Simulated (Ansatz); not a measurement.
Ansatz (an electronic-structure program) run on CdHClO (P3m1, 8 atoms in the cell): self-consistent single point.

Method of the run: LDA (PW92), default PAW files made with PBE (plane waves; Ansatz).

```
CELL_PARAMETERS angstrom
      3.75361     0.00000     0.00000
     -1.87681     3.25073     0.00000
      0.00000     0.00000    10.47164
ATOMIC_POSITIONS crystal
  Cd 0.66667 0.33333 0.49696
  Cd 0.33333 0.66667 0.99219
  H  0.00000 0.00000 0.31842
  H  0.00000 0.00000 0.81842
  Cl 0.66667 0.33333 0.15574
  Cl 0.33333 0.66667 0.65574
  O  0.00000 0.00000 0.41324
  O  0.00000 0.00000 0.91324
```

Reference input (self-consistent single point, DFT, LDA (PW92), plane waves, default PAW files made with PBE): basis.ecutwfc = 420 eV; kpoints.mp_grid.grid = 8 8 3; hamiltonian.xc = lda; hamiltonian.pseudopotentials = {kind: paw} (the program's default PAW files); scf.occupations.method = fixed. This run's input differs from it in these lines:

```diff
@@ -26,3 +26,4 @@
   occupations:
-    method: fixed
+    method: fermi_dirac
+    width: 0.5 eV
 output:
```

Output, abridged:

```
SCF iter   1: F=—  HF=-19469.227665 eV  |F-HF|=—  |Δ(HF+E_count)|=         —  Δρ=1.25e-2  dr2=1.92e-1  ethr=1.77e-3  ⟨swp⟩=8.4  Hψ=5392  notcnv=0
all-band conjugate gradients solve this SCF's bands
preconditioner: auto → LDOS
SCF iter   2: F=—  HF=-19469.249765 eV  |F-HF|=—  |Δ(HF+E_count)|=   2.21e-2  Δρ=1.63e-2  dr2=2.77e-1  ethr=2.82e-4  ⟨swp⟩=2.4  Hψ=2213  notcnv=0
   [... lines left out ...]
SCF iter   5: F=—  HF=-19469.166021 eV  |F-HF|=—  |Δ(HF+E_count)|=   5.54e-5  Δρ=1.10e-4  dr2=1.91e-5  ethr=3.57e-7  ⟨swp⟩=2.2  Hψ=1642  notcnv=0
SCF iter   6: F=—  HF=-19469.166001 eV  |F-HF|=—  |Δ(HF+E_count)|=   1.98e-5  Δρ=8.69e-5  dr2=9.09e-6  ethr=2.82e-8  ⟨swp⟩=2.0  Hψ=1882  notcnv=0
SCF iter   7: F=—  HF=-19469.165999 eV  |F-HF|=—  |Δ(HF+E_count)|=   1.41e-6  Δρ=2.27e-5  dr2=6.65e-7  ethr=1.34e-8  ⟨swp⟩=2.0  Hψ=1875  notcnv=0
SCF iter   8: F=-19469.166000 eV  HF=-19469.166000 eV  |F-HF|=2.14e-8  |Δ(HF+E_count)|=   1.67e-7  Δρ=6.05e-6  dr2=5.43e-8  ethr=1.47e-10  ⟨swp⟩=6.0  Hψ=4813  notcnv=0
SCF 1 converged in 8 iterations: F = -19469.166000 eV  dr2 = 5.43e-8
Free energy (F): -19469.166000 eV
Internal energy: -19468.852406 eV  (E = F + TS)
E sigma→0 (E₀):  -19469.009203 eV
Entropy (-TS):   -0.313594 eV (-39.199 meV/atom)
Fermi energy:    6.207356 eV
--- Forces (eV/Å), atoms counted from 1 ---
  atom   1  Cd    -0.00000000    -0.00000000    -0.38330957
  atom   2  Cd     0.00000000     0.00000000    -0.01939517
  atom   3  H     -0.00000000    -0.00000000     0.39831176
  atom   4  H      0.00000000     0.00000000     0.39677466
  atom   5  Cl     0.00000000     0.00000000    -0.45815426
  atom   6  Cl    -0.00000000    -0.00000000    -0.31408270
  atom   7  O      0.00000000     0.00000000     0.29586543
  atom   8  O     -0.00000000    -0.00000000     0.08389392
--- Stress (GPa, compression-positive) ---
       -7.391308       0.000000       0.000000
        0.000000      -7.391308       0.000000
        0.000000       0.000000      -6.143606
  P = ⅓ Tr σ = -6.9754 GPa (-69.754 kbar)
  The stress holds the Pulay correction. Without it, at fixed plane waves, as pw.x and ABINIT print it: P = -7.3027 GPa
```

The run converged in 8 iterations. Against the reference run the free energy falls by 8.3 meV/atom, the pressure goes from -7.34 to -6.98 GPa, the largest force goes from 0.512 to 0.458 eV/Å and the gap on the mesh goes from 2.131 to 2.159 eV.

The starting cell comes from a database of computed structures (which also holds hypothetical and non-ambient phases and stackings), without a prior relaxation at this level. Its lattice was rescaled by up to half a per cent. One atom was moved a little off its site on purpose. With a pressure of about -7 GPa the cell is away from its equilibrium volume at this level. Ansatz's pressure includes its estimate of the finite-basis (Pulay) stress.

Keys are those of Ansatz 0.2.
